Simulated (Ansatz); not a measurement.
A computed series for TiC: response to strain

The parent structure is TiC in the rock salt structure (space group Fm-3m, No. 225; a = 4.293 Å; relaxed with 0.1 eV smearing). Axes: x, y, z lie along the cube axes.

Strains are applied to the cell and any free atomic positions relax; under biaxial strain the out-of-plane vector relaxes too.

Calculations: PBEsol/PAW in Ansatz (a quantum-chemistry and plane-wave program), no SOC.

Notes on the quantities. pressure: mean of the normal stresses, compression positive; energy relative to the base: free energy F.

```csv
change,shortest interatomic distance,space group,pressure,energy relative to the base
base,2.147 Å,Fm-3m (No. 225),0.0 GPa,0 meV/atom
"biaxial strain −0.28 %, plane normal [110], relaxed out of plane",2.141 Å,Immm (No. 71),1.1 GPa,+0.3 meV/atom
"biaxial strain +2.22 %, plane normal [110], relaxed out of plane",2.158 Å,Immm (No. 71),-7.8 GPa,+17 meV/atom
"biaxial strain +0.80 %, plane normal [111], relaxed out of plane",[?],R-3m (No. 166),[?],[?]
isotropic strain +1.67 %,2.183 Å,Fm-3m (No. 225),-12.0 GPa,+20 meV/atom
isotropic strain +5.07 %,2.256 Å,Fm-3m (No. 225),-29.4 GPa,+164 meV/atom
uniaxial strain ε_yy = +5.21 %,2.147 Å,I4/mmm (No. 139),-11.1 GPa,+38 meV/atom
uniaxial strain ε_zz = −4.51 %,2.050 Å,I4/mmm (No. 139),14.7 GPa,+41 meV/atom
uniaxial strain ε_zz = +5.53 %,2.147 Å,I4/mmm (No. 139),-11.6 GPa,+43 meV/atom
tensor shear ε_xz = −0.98 %,2.147 Å,Immm (No. 71),0.0 GPa,+2.1 meV/atom
```

Task: What belongs in the blanks?

Result: 
- biaxial strain +0.80 %, plane normal [111], relaxed out of plane, shortest interatomic distance: 2.155 Å
- biaxial strain +0.80 %, plane normal [111], relaxed out of plane, pressure: -2.9 GPa
- biaxial strain +0.80 %, plane normal [111], relaxed out of plane, energy relative to the base: +2.2 meV/atom

A biaxial case was relaxed in a doubled cell and then solved in the primitive one. Whether these cells are dynamically stable was not tested. The base started in Pnma and relaxed to Fm-3m at this level. The final runs are not spin-polarised.
